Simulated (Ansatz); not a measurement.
Levels about the gap of amorphous hafnium silicate (Hf$_{6}$Si$_{14}$O$_{40}$) (60 atoms in a cell of 803 Å³, 4.35 g/cm³; zone centre alone, so wide bands show as single levels with stretches between that a denser mesh fills), at the geometry that PBE relaxed, where it gives 3.7 GPa on a denser mesh. Exact exchange is cut at the faces of this small cell, which leaves a finite-size error. The participation number counts the atoms over which a state spreads; weights are charges in smoothed Voronoi cells. The levels come from a single point, so bond lengths are those of that geometry. Method of the levels: HSE06, scalar-relativistic without spin-orbit coupling (Ansatz, a quantum-chemistry and plane-wave program). Sampling: the zone centre alone; Fermi-Dirac width 0.02 eV; no spin polarisation. At PBE the levels at the filled edge of the gap are localised (band-tail or defect states), and the nearest spread-out levels lie 5.0 eV apart at the zone centre.

A CHGNet melt-quench gave the starting glass, which DFT then relaxed. O atoms were pushed apart under 1.9 Å during the dynamics, to hinder bonds among them. The hot cell started wider than the set density and was brought back towards it in steps. It is the lowest in DFT energy of 2 quenches. It is a model cell: composition and starting density were chosen by hand, and all elements were melted together. No dispersion term was used. Its density started from a set value of 4.35 and ended at 4.35 g/cm³. Cooling (nominally 600 K/ps over its main leg) ran many orders faster than in experiment, which tends to leave more defects and strain. One small periodic cell is one sample of the glass; other quenches scatter about these values. The volume was held where the preparation left it, at a PBE pressure of 3.7 GPa. Stress components on the final sampling reach 5.1 GPa.

```
E - E(highest filled), eV  filling  participation number        largest on  weight O  weight Hf  weight Si
-------------------------  -------  --------------------  ----------------  --------  ---------  ---------
-0.49                       filled                  12.4   O, 2 neighbours      0.95       0.03       0.03
-0.45                       filled                  12.6   O, 2 neighbours      0.95       0.03       0.02
-0.38                       filled                   7.9   O, 2 neighbours      0.95       0.03       0.02
-0.21                       filled                   8.0   O, 2 neighbours      0.96       0.02       0.02
-0.15                       filled                   5.9   O, 2 neighbours      0.93       0.05       0.02
-0.07                       filled                   7.4   O, 2 neighbours      0.96       0.03       0.02
0.00                        filled                   6.8   O, 2 neighbours      0.94       0.04       0.02
6.23                         empty                  25.5  Hf, 5 neighbours      0.56       0.35       0.09
6.53                         empty                   7.4  Hf, 5 neighbours      0.36       0.60       0.04
6.68                         empty                   7.4  Hf, 5 neighbours      0.40       0.53       0.07
6.88                         empty                  13.9  Hf, 5 neighbours      0.41       0.52       0.07
7.01                         empty                   8.3  Hf, 7 neighbours      0.34       0.62       0.04
7.14                         empty                   8.7  Hf, 5 neighbours      0.36       0.60       0.04
7.20                         empty                   7.9  Hf, 7 neighbours      0.37       0.59       0.04
```

Most localised among these is the filled level at -0.15 eV, on a O atom, which has 2 neighbours (Hf 1.95 Å, Hf 1.96 Å).
